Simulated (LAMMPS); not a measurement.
Melts of Ni (fcc) with 25 % of Ni sites Pt cooled to 300 K at several rates.

Level of theory: classical MD, pair style eam, the elements' _u3.eam files (universal-3 set of Foiles, Baskes and Daw), run in LAMMPS.

```
cooling rate (K/s)  energy above the crystal  state                  density  coordination number of Ni by Pt      rough cost
------------------  ------------------------  -----  -----------------------  -------------------------------  --------------
1e+12                          0.047 eV/atom  glass  12.4 g/cm³ (one sample)         3.86 (counted to 3.50 Å)  2.3 core-hours
1e+13                          0.050 eV/atom  glass  12.4 g/cm³ (one sample)         3.75 (counted to 3.42 Å)  7 core-minutes
1e+14                          0.057 eV/atom  glass  12.4 g/cm³ (one sample)         3.77 (counted to 3.46 Å)  4 core-minutes
```

Costs are rough and include melting and analysis.
